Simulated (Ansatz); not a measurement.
CO on the 1x1 (0001) surface of hcp Ru, one in a 2x2 cell, energies for each (25.7 Å²). Energies are against CO(g), without zero-point or thermal terms; each row is named by its start.

Level of theory: PBE (plane waves to 420 eV, PAW; Ansatz, a quantum-chemistry and plane-wave program).

Slab: 18 atoms, 6.3 Å thick at the start under the adsorbate (thin: gaps and levels are the slab's own); k 6x6x1, smearing 0.1 eV, dipole-corrected; 8 atoms held, the rest relaxed; each run with such symmetry as its start has; no spin, no spin-orbit, no U, no dispersion correction.

A negative adsorption energy means that the adsorbate is more stable on the surface than in its reference. Heights count from the host atoms within 0.3 Å of the top one.

| starting site | E_ads (eV) | height (Å) | nearest host atom (Å) | bonded to | Δ work function (eV) | lateral drift (Å) |
|---|---|---|---|---|---|---|
| top Ru | -1.90 | 1.99 | Ru 1.89 | Ru | 0.74 | 0.0 |
| hollow Ru-Ru-Ru | -1.74 | 1.47 | Ru 2.14 | 3 Ru | 1.03 | 0.0 |
| hollow Ru-Ru-Ru over Ru at depth 2.1 Å | -1.87 | 1.40 | Ru 2.12 | 3 Ru | 1.16 | 0.0 |
| bridge Ru-Ru (span 2.7 Å) | -1.87 | 1.40 | Ru 2.12 | 3 Ru | 1.16 | 0.8 |
